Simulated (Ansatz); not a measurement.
System: Al₂Cu (I4/mcm, No. 140). Method: PBEsol-D3(BJ) (Ansatz, a first-principles code, plane waves, PAW).

Numerical settings: plane-wave cutoff 520 eV, 14×14×14 k mesh, Fermi–Dirac smearing 0.05 eV, no spin polarisation, scalar-relativistic PAW data made under PBE.

Computed at the level's own relaxed cell.

Problem. Predict the pressure derivative B′ of the bulk modulus, volume per atom, bulk modulus, lattice parameter c and lattice constant a.

Solution. 
- pressure derivative B′ of the bulk modulus = 4.5
- volume per atom = 13.90 Å³/atom
- bulk modulus = 120 GPa
- lattice parameter c = 4.757 Å
- lattice constant a = 5.921 Å

The run finds no gap.

Note: the volume lies 6 % below that of the published cell; the bulk modulus comes from volumes at which shape and atoms were relaxed.

Cost on a shared machine: around 18 core-minutes (rough).
